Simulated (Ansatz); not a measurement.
The reference is BeTe in the zinc blende structure (space group F-43m, No. 216; a = 5.605 Å).

Levels (all Ansatz, a quantum-chemistry and plane-wave program, PAW, earlier PAW set): PBEsol (420 eV, no spin-orbit coupling); HSE06+SOC (420 eV, spin-orbit coupling included).

The geometry is relaxed with PBEsol.

| Item | Result |
|---|---|
| PBEsol lowest conduction level above the VBM at special points | X 1.84 eV; K 2.61 eV; U 2.61 eV; Γ 3.61 eV |
| PBEsol valence-band top at Γ | 0.00, 0.00, 0.00 eV |

**Question.** What does HSE06+SOC give at this geometry for the lowest conduction level above the VBM at special points and valence-band top at Γ?

**Answer.** The lowest conduction level above the VBM at special points goes from X 1.84 eV; K 2.61 eV; U 2.61 eV; Γ 3.61 eV to X 2.31 eV; K 3.08 eV; U 3.08 eV; Γ 4.09 eV; the valence-band top at Γ (three highest Kramers pairs, from the VBM) goes from 0.00, 0.00, 0.00 eV to 0.00, 0.00, -1.01 eV. The threefold valence maximum splits by Δso ≈ 1.01 eV.

Single points use the geometry relaxed with PBEsol. HSE06 was sampled on its mesh, a few special points and the semilocal edge points, so its gap is an upper bound. The spin-orbit shifts are approximate. With Te present, leaving out spin-orbit coupling can change the band edges. The levels and masses belong to the bands next to the band gap. Stability against distortions was not tested.
